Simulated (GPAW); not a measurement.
Band structure of ZnHg3 (Fm-3m, 4 atoms in the cell).

```
CELL_PARAMETERS angstrom
      0.00000     3.67772     3.67772
      3.67772     0.00000     3.67772
      3.67772     3.67772     0.00000
ATOMIC_POSITIONS crystal
  Zn 0.00000 0.00000 0.00000
  Hg 0.25000 0.25000 0.25000
  Hg 0.75000 0.75000 0.75000
  Hg 0.50000 0.50000 0.50000
```

Method of the run: PBEsol, GPAW PAW datasets PBEsol (made by gpaw-setup) (plane waves; GPAW).

Settings: mode = pw; ecut = 800 eV; xc = PBEsol; kpts = 8 8 8; mesh shift (steps) = 0 0 0; occupations.name = methfessel-paxton; occupations.width = 0.2 eV; occupations.order = 0; nbands = -8; symmetry.symmorphic = false; symmetry.tolerance = 0.0005; maxiter = 100; bandpath_npoints = 40.

The starting cell comes from a database of computed structures (which also holds hypothetical and non-ambient phases and stackings), without a prior relaxation at this level. Its lattice was rescaled by a random factor within 2.5 % of one. Spin-orbit coupling is off.

Levels in eV from the Fermi level, bands 30 to 37:
```tsv
point	30	31	32	33	34	35	36	37
Γ	-5.86	-0.44	-0.26	3.00	3.00	3.00	3.24	3.27
X	-4.51	-4.47	-1.49	-1.05	-1.05	-0.86	7.28	7.49
W	-3.79	-3.74	-3.74	-3.19	2.82	2.82	2.90	2.95
K	-4.17	-4.11	-3.83	-0.96	-0.45	2.51	4.83	4.89
L	-5.14	-4.96	-0.11	-0.10	1.96	1.96	2.18	2.18
U	-4.17	-4.11	-3.83	-0.96	-0.45	2.51	4.83	4.89
```

Bands cross the Fermi level along this path, so the cell is metallic at this level.
